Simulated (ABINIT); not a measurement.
## Input and output of a self-consistent single point for Rb (Im-3m, 1 atom in the cell) (ABINIT)

Method: LDA (PW92), PAW (JTH v2.0 LDA PAW) (plane waves; ABINIT).

The input file:

```
# Rb, JTH v2.0 LDA PAW
pp_dirpath "./"
pseudos "Rb.LDA_PW-JTH.xml"
acell 4.9077226620 4.9077226620 4.9077226620 Angstrom
rprim
        -0.5773502692    0.5773502692    0.5773502692
         0.5773502692   -0.5773502692    0.5773502692
         0.5773502692    0.5773502692   -0.5773502692
natom 1
ntypat 1
znucl 37
typat 1
xcart    0.0000000000    0.0000000000    0.0000000000
ecut 20
pawecutdg 40
ixc 7
occopt 3
tsmear 0.00367493
nband 10
kptopt 1
ngkpt 5 5 5
nshiftk 1
shiftk 0 0 0
nstep 50
tolvrs 1.0e-12
prtwf 0
prtden 0
enunit 2
```

Output (repeated stretches shortened):

```
 Symmetries : space group Im -3 m (#229); Bravais cI (body-center cubic)

 -outvars: echo values of preprocessed input variables --------
            acell      9.2742517673E+00  9.2742517673E+00  9.2742517673E+00 Bohr
             ecut      2.00000000E+01 Hartree
           enunit           2
              ixc           7
         kptrlatt        5    0    0      0    5    0      0    0    5
          kptrlen      4.63712588E+01
            natom           1
            nband          10
            ngfft          40      40      40
          ngfftdg          54      54      54
             nkpt          10
            nstep          50
             nsym          48
           ntypat           1
           occopt           3
        pawecutdg      4.00000000E+01 Hartree
            rprim     -5.7735026920E-01  5.7735026920E-01  5.7735026920E-01
                       5.7735026920E-01 -5.7735026920E-01  5.7735026920E-01
                       5.7735026920E-01  5.7735026920E-01 -5.7735026920E-01
          spgroup         229
           tolvrs      1.00000000E-12
           tsmear      3.67493000E-03 Hartree
            typat      1
           useylm           1
            znucl       37.00000

== DATASET  1 ==================================================================

 Exchange-correlation functional for the present dataset will be:
  LDA: Perdew-Wang 92 LSD fit to Ceperley-Alder data - ixc=7
 Citation for XC functional:
  J.P.Perdew and Y.Wang, PRB 45, 13244 (1992)

 Real(R)+Recip(G) space primitive vectors, cartesian coordinates (Bohr,Bohr^-1):
 R(1)= -5.3544918  5.3544918  5.3544918  G(1)=  0.0000000  0.0933795  0.0933795
 R(2)=  5.3544918 -5.3544918  5.3544918  G(2)=  0.0933795  0.0000000  0.0933795
 R(3)=  5.3544918  5.3544918 -5.3544918  G(3)=  0.0933795  0.0933795  0.0000000
 Unit cell volume ucvol=  6.1406558E+02 bohr^3
 Angles (23,13,12)=  1.09471221E+02  1.09471221E+02  1.09471221E+02 degrees

 Coarse grid specifications (used for wave-functions):

 getcut: wavevector=  0.0000  0.0000  0.0000  ngfft=  40  40  40
         ecut(hartree)=     20.000   => boxcut(ratio)=   2.14374

 Fine grid specifications (used for densities):

 getcut: wavevector=  0.0000  0.0000  0.0000  ngfft=  54  54  54
         ecut(hartree)=     40.000   => boxcut(ratio)=   2.04512

   4.46312809E+02                                ecore*ucvol(ha*bohr**3)

_setup2: Arith. and geom. avg. npw (full set) are    2623.208    2623.184

--- !BeginCycle
solver: {iscf: 17, nstep: 50, nline: 4, wfoptalg: 10, }
tolerances: {tolvrs: 1.00E-12, }
...

     iter   Etot(hartree)      deltaE(h)  residm     nres2
 ETOT  1  -24.464558836421    -2.446E+01 3.109E-02 9.558E-02
 ETOT  2  -24.489923716542    -2.536E-02 9.439E-04 7.167E-02
 ETOT  3  -24.489719065809     2.047E-04 3.951E-04 2.291E-02
 ETOT  4  -24.489656426716     6.264E-05 3.337E-05 3.386E-03
 ETOT  5  -24.489660018764    -3.592E-06 1.829E-05 1.195E-03
 ETOT  6  -24.489654549195     5.470E-06 9.289E-06 2.985E-05
   [... 3 lines left out ...]
 ETOT 10  -24.489654479439     7.264E-11 3.290E-06 1.507E-09
 ETOT 11  -24.489654479437     2.359E-12 3.004E-06 3.788E-10
 ETOT 12  -24.489654479435     1.361E-12 1.911E-06 3.299E-12
 ETOT 13  -24.489654479435     1.101E-13 1.737E-06 1.095E-12
 ETOT 14  -24.489654479435     7.105E-14 1.105E-06 1.921E-14

 At SCF step   14       nres2   =  1.92E-14 < tolvrs=  1.00E-12 =>converged.

 Cartesian components of stress tensor (hartree/bohr^3)
  sigma(1 1)=  1.45301941E-05  sigma(3 2)=  0.00000000E+00
  sigma(2 2)=  1.45301941E-05  sigma(3 1)=  0.00000000E+00
  sigma(3 3)=  1.45301941E-05  sigma(2 1)=  0.00000000E+00

 ----iterations are completed or convergence reached----

 reduced coordinates (array xred) for    1 atoms
       0.000000000000      0.000000000000      0.000000000000
 cartesian forces (eV/Angstrom) at end:
    1     -0.00000000000000    -0.00000000000000    -0.00000000000000
 frms,max,avg= 0.0000000E+00 0.0000000E+00   0.000E+00  0.000E+00  0.000E+00 e/A
 length scales=  9.274251767336  9.274251767336  9.274251767336 bohr
              =  4.907722662000  4.907722662000  4.907722662000 angstroms
 Fermi (or HOMO) energy (hartree) =  -0.01553   Average Vxc (hartree)=  -0.21149
 Eigenvalues (hartree) for nkpt=  10  k points:
 kpt#   1, nband= 10, wtk=  0.00800, kpt=  0.0000  0.0000  0.0000 (reduced coord)
  -1.07731   -0.49057   -0.49057   -0.49057   -0.08917    0.11948    0.11948    0.11948
   0.15538    0.15538
      occupation numbers for kpt#   1
   2.00000    2.00000    2.00000    2.00000    2.00000    0.00000    0.00000    0.00000
   0.00000    0.00000
 prteigrs : prtvol=0 or 1, do not print more k-points.

 Fermi (or HOMO) energy (eV) =  -0.42266   Average Vxc (eV)=  -5.75497
 Eigenvalues (   eV  ) for nkpt=  10  k points:
 kpt#   1, nband= 10, wtk=  0.00800, kpt=  0.0000  0.0000  0.0000 (reduced coord)
 -29.31500  -13.34902  -13.34902  -13.34902   -2.42632    3.25112    3.25112    3.25112
   4.22803    4.22803
 prteigrs : prtvol=0 or 1, do not print more k-points.

--- !EnergyTerms
comment             : Components of total free energy in Hartree
kinetic             :  8.45704388816544E+00
hartree             :  7.13224289780390E+00
xc                  : -6.29663720248294E+00
Ewald energy        : -1.37631134254011E+01
psp_core            :  7.26816197051747E-01
local_psp           : -1.70698287716299E+01
spherical_terms     : -3.67510627327305E+00
internal            : -2.44885826897659E+01
'-kT*entropy'       : -1.07184315772150E-03
total_energy        : -2.44896545329236E+01
total_energy_eV     : -6.66397390094173E+02
...

-Cartesian components of stress tensor (GPa)         [Pressure= -4.2749E-01 GPa]
- sigma(1 1)=  4.27492997E-01  sigma(3 2)=  0.00000000E+00
- sigma(2 2)=  4.27492997E-01  sigma(3 1)=  0.00000000E+00
- sigma(3 3)=  4.27492997E-01  sigma(2 1)=  0.00000000E+00

 Calculation completed.
```

The run converged in 14 iterations.

The starting cell has typed, rounded lattice constants, without a prior relaxation at this level. Its lattice was rescaled by up to half a per cent.

These are the values that this program gave, and no reference: the one-centre exchange-correlation terms come from a truncated expansion.
